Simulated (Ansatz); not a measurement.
**Hypothetical Fm-3m WGe2: Pb on a Ge site, symmetric start**

Consider a 12-atom supercell of WGe$_{2}$ (space group Fm-3m, No. 225; a = 6.048 Å; a hypothetical phase, not in the database extracts checked) at its relaxed geometry.

Now apply this change: one Ge atom is replaced by Pb, atoms relaxed at fixed cell.

All numbers come from PBEsol, PAW, 420 eV (Ansatz, an electronic-structure program; scalar-relativistic without spin-orbit coupling). Γ-centred 6×6×6 mesh, Fermi–Dirac width 0.05 eV.

- Pressure: 6.9 GPa (base 0.2 GPa)
- Energy gained by relaxation: 0.69 eV
- Mean distance from the defect site to its nearest host atoms: 2.79 Å (base 2.62 Å)

Final structure:

```xyz
12
Lattice="-6.0484 0.0000 0.0000 0.0000 0.0000 6.0484 0.0000 6.0484 0.0000" Properties=species:S:1:pos:R:3 pbc="T T T"
W     -0.1006    -0.1006    -0.1006
W     -2.9236     3.1248    -0.1006
W     -2.9236    -0.1006     3.1248
W     -0.1006     3.1248     3.1248
Pb    -4.5363     1.5121     1.5121
Ge    -1.5121     4.5363     1.5121
Ge    -1.5121     1.5121     4.5363
Ge    -4.5363     4.5363     4.5363
Ge    -1.5121     4.5363     4.5363
Ge    -4.5363     1.5121     4.5363
Ge    -4.5363     4.5363     1.5121
Ge    -1.5121     1.5121     1.5121
```

Cost of the whole job for the changed cell (relaxation, final SCF and bands): around 120 core-seconds (rough).

The cell is small, so the values are those of an ordered compound at a high defect concentration; dilute-limit values will differ. The defect started on the symmetric site and kept its symmetry, so it may sit on a saddle. The final runs are not spin-polarised. PbW4Ge7 and WGe2 have a high density of states at the Fermi level and may be magnetic at this level. The defect cell is not spin-polarised.
